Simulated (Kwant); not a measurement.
Computed with Kwant: Hückel tight-binding model, one pz orbital an atom, one spin, coherent transport at 0 K. Conductance is in e²/h.

Model system: π system c1cncnc1 between two chain leads. The π system is taken as planar. Atoms are numbered from 0 in the order of the SMILES. Site energies (eV, carbon 0): [0.0, 0.0, -1.35, 0.0, -1.35, 0.0]. Bonds (i, j, β in eV): (0,1,-2.7) (1,2,-2.7) (2,3,-2.7) (3,4,-2.7) (4,5,-2.7) (5,0,-2.7). Leads: chains of hopping −4.1 eV, joined by −0.54 eV to atoms 1 and 3.

Site energies and bond integrals are typed Hückel values.

Sweep values stay those of the base run.

One input was changed, with this effect: transmission at E = 0 < 1e-12 → 0.00017.

Task: Which change was it?
A. contacts moved from atoms [1, 3] to [0, 1]
B. contacts moved from atoms [1, 3] to [0, 3]
C. contacts moved from atoms [1, 3] to [1, 5]

Result: C, contacts moved from atoms [1, 3] to [1, 5]
